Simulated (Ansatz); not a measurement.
Response to strain in Nb

Take Nb in the bcc (W type) structure (space group Im-3m, No. 229; a = 3.273 Å; relaxed with 0.1 eV smearing) as the base. Axes: x, y, z lie along the cube axes.

Strains are applied to the cell and any free atomic positions relax; under biaxial strain the out-of-plane vector relaxes too.

All numbers come from PBEsol (Ansatz, a first-principles code; PAW; 420 eV plane waves; no spin-orbit coupling).

```json
[
 {"biaxial strain, plane normal [001], relaxed out of plane (%)": "-3", "out-of-plane strain (%)": "3.21"},
 {"biaxial strain, plane normal [001], relaxed out of plane (%)": "-2.5", "out-of-plane strain (%)": "2.66"},
 {"biaxial strain, plane normal [001], relaxed out of plane (%)": "-2", "out-of-plane strain (%)": "2.12"},
 {"biaxial strain, plane normal [001], relaxed out of plane (%)": "-1.5", "out-of-plane strain (%)": "1.59"},
 {"biaxial strain, plane normal [001], relaxed out of plane (%)": "-1", "out-of-plane strain (%)": "1.06"},
 {"biaxial strain, plane normal [001], relaxed out of plane (%)": "-0.5", "out-of-plane strain (%)": "?"},
 {"biaxial strain, plane normal [001], relaxed out of plane (%)": "0", "out-of-plane strain (%)": "0.00"}
]
```

**Question.** Fit ε⊥ = −νε + γε² (strains in %) to the rows shown and predict the withheld row.

**Answer.** Least squares on the printed values gives ν = 1.05 (the biaxial Poisson response) and γ = 0.007 (largest residual 0.00 %); this predicts 0.53 %, and the run gives 0.53 %, in agreement.

No phonon test of stability was made. All final runs are without spin polarisation.
